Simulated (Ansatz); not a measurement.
# Habitual settings against a tight run: Cu3Sb (Pmmn, 8 atoms in the cell)

Self-consistent single point.

```
Cu3Sb
1.0
    4.30462     0.00000     0.00000
    0.00000     5.44996     0.00000
    0.00000     0.00000     4.93771
Cu Sb
6 2
Direct
  0.50000   0.00000   0.29668
  0.00000   0.50000   0.70332
  0.00000   0.24825   0.14880
  0.00000   0.75175   0.14880
  0.50000   0.25175   0.85120
  0.50000   0.74825   0.85120
  0.00000   0.00000   0.66001
  0.50000   0.50000   0.33999
```

Method: LDA (PW92), harder PAW files (source: ansatz) made with PBE (plane waves; Ansatz, an electronic-structure program).

Base settings: basis.ecutwfc = 700 eV; kpoints.mp_grid.grid = 7 5 6; hamiltonian.xc = lda; hamiltonian.pseudopotentials = {kind: paw, source: ansatz}; scf.occupations.method = fermi_dirac; scf.occupations.width = 0.1 eV.

Tight run (finer mesh or higher cutoff; not a proven limit): basis.ecutwfc: 700 eV → 980 eV; kpoints.mp_grid.grid: 7 5 6 → 10 7 9; scf.convergence.dr2_threshold: default (1e-07 eV) → 1e-09 eV. It gave Fermi level (on the code's own zero) 17.20 eV; pressure -6.34 GPa; largest force (vector length) 0.220 eV/Å.

Quick runs, as changes from the base:
- A: the base itself
- B: kpoints.mp_grid.grid: 7 5 6 → 4 4 4; scf.occupations.method: fermi_dirac → gaussian; scf.occupations.width: 0.1 eV → 0.136 eV
- C: basis.ecutwfc: 700 eV → 350 eV; kpoints.mp_grid.grid: 7 5 6 → 8 8 8; hamiltonian.xc: lda → pbesol; scf.occupations.width: 0.1 eV → 0.136 eV; kpoints.mp_grid.shift: default → 0.5 0.5 0.5; scf.convergence.dr2_threshold: default (1e-07 eV) → 0.0001 eV [PBEsol]
- D: basis.ecutwfc: 700 eV → 420 eV; kpoints.mp_grid.grid: 7 5 6 → 6 6 6; scf.occupations.method: fermi_dirac → methfessel_paxton; scf.occupations.width: 0.1 eV → 0.5 eV; kpoints.mp_grid.shift: default → 0.5 0.5 0.5
- E: basis.ecutwfc: 700 eV → 490 eV; kpoints.mp_grid.grid: 7 5 6 → 4 4 4; scf.occupations.width: 0.1 eV → 0.272 eV
- F: basis.ecutwfc: 700 eV → 490 eV; kpoints.mp_grid.grid: 7 5 6 → 8 8 8; scf.convergence.dr2_threshold: default (1e-07 eV) → 0.001 eV

Energies are extrapolated to zero smearing width, which holds to low order in the width alone.

Dashes: energy of C, another energy zero; time of D, E, under 30 s.

† marks runs with another functional, U, potentials or spin treatment: their distance from the tight run is not a convergence error alone.

The count of work is k-points × plane waves × bands × iterations; it is no time. Core times come from one kind of shared machine and are given to one figure; runs under 30 s give none.

Pressures in the table are Ansatz's without its Pulay estimate, at a fixed set of plane waves; the tight run's value above holds the estimate.

The starting cell comes from a database of computed structures (which also holds hypothetical and non-ambient phases and stackings), without a prior relaxation at this level. Its lattice was rescaled by a random factor within 2.5 % of one. Spin polarisation is off. In the base run, with a pressure of about -6 GPa the cell is away from its equilibrium volume at this level. The run gives no clean gap (levels at the Fermi energy touch, overlap or are partly filled at this smearing), which alone does not show that the compound is a metal.

```tsv
run	energy less tight (meV/atom)	pressure less tight (GPa)	largest miss in a force vector (eV/Å)	count of work / tight	core time / tight (rough)
A	2.8	0.10	0.009	0.20	0.2
B	4.6	0.16	0.043	0.11	0.1
C†	–	-518.69	0.363	0.067	0.1
D	1592.7	-124.15	0.081	0.054	–
E	249.8	-24.30	0.044	0.070	–
F	247.4	-24.75	0.025	0.19	0.3
```

Among the runs at the tight run's level, the energy misses run from 2.8 to 1592.7 meV/atom.

Keys are those of Ansatz 0.2.
